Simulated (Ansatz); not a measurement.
**A computed series for Mg: response to strain**

Base system: Mg in the hcp (Mg type) structure (space group P6_3/mmc, No. 194; relaxed with 0.1 eV smearing).

```yaml
crystal:
  lattice:
    - [3.17512, 0.00000, 0.00000]
    - [-1.58756, 2.74974, 0.00000]
    - [0.00000, 0.00000, 5.16281]
  atoms:
    - { symbol: Mg, position: [0.66667, 0.33333, 0.25000] }
    - { symbol: Mg, position: [0.33333, 0.66667, 0.75000] }
```

Cartesian axes are those of the cell as printed.

Strains are applied to the cell and any free atomic positions relax; under biaxial strain the out-of-plane vector relaxes too.

The values are results of PBEsol in Ansatz (plane waves to 420 eV, PAW, no SOC), not measurements.

Notes on the quantities. pressure: mean of the normal stresses, compression positive.

```json
[
 {"change": "base", "out-of-plane strain": "–", "pressure": "0.0 GPa", "shortest interatomic distance": "3.166 Å"},
 {"change": "biaxial strain −3.00 %, plane normal [001], relaxed out of plane", "out-of-plane strain": "+1.59 %", "pressure": "2.0 GPa", "shortest interatomic distance": "3.080 Å"},
 {"change": "biaxial strain −2.00 %, plane normal [001], relaxed out of plane", "out-of-plane strain": "+1.07 %", "pressure": "1.2 GPa", "shortest interatomic distance": "3.112 Å"},
 {"change": "biaxial strain −1.00 %, plane normal [001], relaxed out of plane", "out-of-plane strain": "___", "pressure": "___", "shortest interatomic distance": "___"},
 {"change": "biaxial strain −0.50 %, plane normal [001], relaxed out of plane", "out-of-plane strain": "+0.27 %", "pressure": "0.3 GPa", "shortest interatomic distance": "3.159 Å"},
 {"change": "biaxial strain +0.50 %, plane normal [001], relaxed out of plane", "out-of-plane strain": "-0.30 %", "pressure": "-0.3 GPa", "shortest interatomic distance": "3.165 Å"},
 {"change": "biaxial strain +1.00 %, plane normal [001], relaxed out of plane", "out-of-plane strain": "-0.60 %", "pressure": "-0.5 GPa", "shortest interatomic distance": "3.164 Å"},
 {"change": "biaxial strain +1.50 %, plane normal [001], relaxed out of plane", "out-of-plane strain": "-0.92 %", "pressure": "-0.7 GPa", "shortest interatomic distance": "3.163 Å"},
 {"change": "biaxial strain +2.00 %, plane normal [001], relaxed out of plane", "out-of-plane strain": "-1.24 %", "pressure": "-0.9 GPa", "shortest interatomic distance": "3.162 Å"},
 {"change": "biaxial strain +2.50 %, plane normal [001], relaxed out of plane", "out-of-plane strain": "-1.57 %", "pressure": "-1.1 GPa", "shortest interatomic distance": "3.160 Å"}
]
```

Q: Fill in the withheld entries from the trend.

A: 
- biaxial strain −1.00 %, plane normal [001], relaxed out of plane, out-of-plane strain: +0.55 %
- biaxial strain −1.00 %, plane normal [001], relaxed out of plane, pressure: 0.6 GPa
- biaxial strain −1.00 %, plane normal [001], relaxed out of plane, shortest interatomic distance: 3.143 Å

No phonon test of stability was made.

Ansatz is a quantum-chemistry and plane-wave program.
